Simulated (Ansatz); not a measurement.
**SiC under a change: biaxial strain +1.89 %, plane normal [001], relaxed out of plane**

Base system: SiC in the wurtzite structure (space group P6_3mc, No. 186; a = 3.092 Å, c = 5.074 Å). Axes: x lies along a and z along c of the hexagonal cell.

Modification: biaxial strain +1.89 %, plane normal [001], relaxed out of plane (Cartesian); in-plane vectors clamped, the third vector and the atoms free.

The values are results of DFT with PBE, PAW potentials and a 420 eV plane-wave cutoff in Ansatz (a quantum-chemistry and plane-wave program), spin-orbit coupling left out, earlier PAW set, not measurements. Settings: 12×12×7 k-points, 0.05 eV Fermi–Dirac smearing.

The volume per atom grows by 0.364 Å³ to 10.87 Å³ and the space group remains P6_3mc (No. 186). The shortest interatomic distance goes up by 0.0344 bohr (3.577 bohr → 3.612 bohr) and the pressure (mean of the normal stresses, compression positive) goes from zero to -6.80 GPa. The band gap grows by 0.14 eV (2.31 eV → 2.45 eV) and the gap character stays indirect, Γ → K. The smallest direct gap decreases by 0.25 eV (3.95 eV → 3.70 eV) and the width of the top valence band shrinks by 0.19 eV, from 3.85 eV to 3.66 eV. The electron mass becomes 0.26 mₑ out of plane, 0.45 mₑ in plane (at K) (base: 0.27 mₑ along c, 0.44 mₑ across (at K)) and the valence-band top at Γ (three highest levels, from the VBM) changes from 0.00, 0.00, -0.11 eV to 0.00, -0.07, -0.07 eV. The valley order (the lowest conduction-band minima on the path, energy above the VBM, named in the base's zone) comes out as K (-1/3, -1/3, 0) 2.45 eV; M (0, 1/2, 0) 2.51 eV and the out-of-plane strain amounts to -0.34 %. The ratio −ε⊥/ε∥ is 0.18 and the mean in-plane stress (compression positive) comes out as -10.2 GPa.

Cost of the whole job for the changed cell (relaxation, final SCF and bands): very roughly 70 core-seconds.

Effective masses come from finite differences of ±0.01 Å⁻¹. Stability against distortions was not tested.
